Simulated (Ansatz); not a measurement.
The reference is BaTiO$_{3}$ in the cubic perovskite structure (space group Pm-3m, No. 221; a = 3.9940 Å). Axes: x, y, z lie along the cube axes.

The values are results of Kohn–Sham DFT with the r2SCAN functional, run in Ansatz (a quantum-chemistry and plane-wave program) with PAW and 500 eV plane waves, no spin-orbit coupling, not measurements.

Before the change:

| Quantity | Value |
|---|---|
| Volume per atom | 12.74 Å³ |
| Pressure | 0.0 kbar |

One thing is altered: compressive biaxial strain of 0.52 % in the plane normal to [001], as in epitaxy on a mismatched substrate; the out-of-plane cell vector and the atoms relax.

Task: Estimate the effect on the volume per atom.

Result: The volume per atom drops by 0.08 Å³ to 12.66 Å³.

Task: Predict the new pressure.

Result: The pressure (mean of the normal stresses, compression positive) goes from zero to 12.4 kbar.

No phonon test of stability was made. All final runs are without spin polarisation. Many cubic perovskites are stable only at high temperature; tilts and polar distortions were not tested. This is not the structure that BaTiO3 has at room temperature and ambient pressure.
